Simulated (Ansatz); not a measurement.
A self-consistent single point of CaIn (Pm-3m, 2 atoms in the cell) with Ansatz (a program for electronic structure).

Method of the run: PBEsol-D3BJ, default PAW files made with PBE (plane waves; Ansatz).

```yaml
crystal:
  lattice:
    - [3.87296, 0.00000, 0.00000]
    - [0.00000, 3.87296, 0.00000]
    - [0.00000, 0.00000, 3.87296]
  atoms:
    - { symbol: Ca, position: [0.00000, 0.00000, 0.00000] }
    - { symbol: In, position: [0.50000, 0.50000, 0.50000] }
```

Reference input (self-consistent single point, DFT, PBEsol, plane waves, default PAW files made with PBE): basis.ecutwfc = 420 eV; kpoints.mp_grid.grid = 6 6 6; hamiltonian.xc = pbesol; hamiltonian.pseudopotentials = {kind: paw} (the program's default PAW files); scf.occupations.method = fermi_dirac; scf.occupations.width = 0.1 eV. This run's input differs from it in these lines:

```diff
@@ -16,2 +16,3 @@
   xc: pbesol
+  dispersion: d3bj
   pseudopotentials:
```

Output, abridged:

```
SCF iter   1: F=—  HF=-7320.828230 eV  |F-HF|=—  |Δ(HF+E_count)|=         —  Δρ=3.42e-3  dr2=6.04e-3  ethr=1.77e-3  ⟨swp⟩=6.2  Hψ=1854  notcnv=0
all-band conjugate gradients solve this SCF's bands
preconditioner: auto → Kerker (q_TF=auto, 2.338 Å⁻¹)
SCF iter   2: F=—  HF=-7320.826673 eV  |F-HF|=—  |Δ(HF+E_count)|=   1.56e-3  Δρ=1.34e-3  dr2=1.07e-3  ethr=2.63e-5  ⟨swp⟩=2.4  Hψ=695  notcnv=0
SCF iter   3: F=—  HF=-7320.826243 eV  |F-HF|=—  |Δ(HF+E_count)|=   4.30e-4  Δρ=3.15e-4  dr2=7.15e-5  ethr=4.63e-6  ⟨swp⟩=2.0  Hψ=516  notcnv=0
SCF iter   4: F=—  HF=-7320.826219 eV  |F-HF|=—  |Δ(HF+E_count)|=   2.40e-5  Δρ=8.57e-5  dr2=4.38e-6  ethr=3.11e-7  ⟨swp⟩=2.0  Hψ=560  notcnv=0
SCF iter   5: F=—  HF=-7320.826217 eV  |F-HF|=—  |Δ(HF+E_count)|=   1.72e-6  Δρ=3.55e-5  dr2=6.22e-7  ethr=1.90e-8  ⟨swp⟩=2.3  Hψ=519  notcnv=0
SCF iter   6: F=-7320.826217 eV  HF=-7320.826217 eV  |F-HF|=1.78e-8  |Δ(HF+E_count)|=   1.47e-8  Δρ=8.08e-6  dr2=5.85e-8  ethr=4.35e-10  ⟨swp⟩=5.2  Hψ=1347  notcnv=0
SCF 1 converged in 6 iterations: F = -7320.826217 eV  dr2 = 5.85e-8
Free energy (F): -7320.826217 eV
Internal energy: -7320.785417 eV  (E = F + TS)
E sigma→0 (E₀):  -7320.805817 eV
Entropy (-TS):   -0.040800 eV (-20.400 meV/atom)
Fermi energy:    8.377029 eV
--- Forces (eV/Å), atoms counted from 1 ---
  atom   1  Ca     0.00000000    -0.00000000     0.00000000
  atom   2  In     0.00000000    -0.00000000     0.00000000
--- Stress (GPa, compression-positive) ---
       -3.930074       0.000000       0.000000
        0.000000      -3.930074      -0.000000
        0.000000      -0.000000      -3.930074
  P = ⅓ Tr σ = -3.9301 GPa (-39.301 kbar)
  The stress holds the Pulay correction. Without it, at fixed plane waves, as pw.x and ABINIT print it: P = -3.9449 GPa
```

The run converged in 6 iterations. Against the reference run the pressure goes from -1.99 to -3.93 GPa.

The starting cell comes from a database of computed structures (which also holds hypothetical and non-ambient phases and stackings), without a prior relaxation at this level. Its lattice was rescaled by a random factor within 2.5 % of one. With a pressure of about -4 GPa the cell is away from its equilibrium volume at this level. Ansatz's pressure includes its estimate of the finite-basis (Pulay) stress.

Keys are those of Ansatz 0.2.
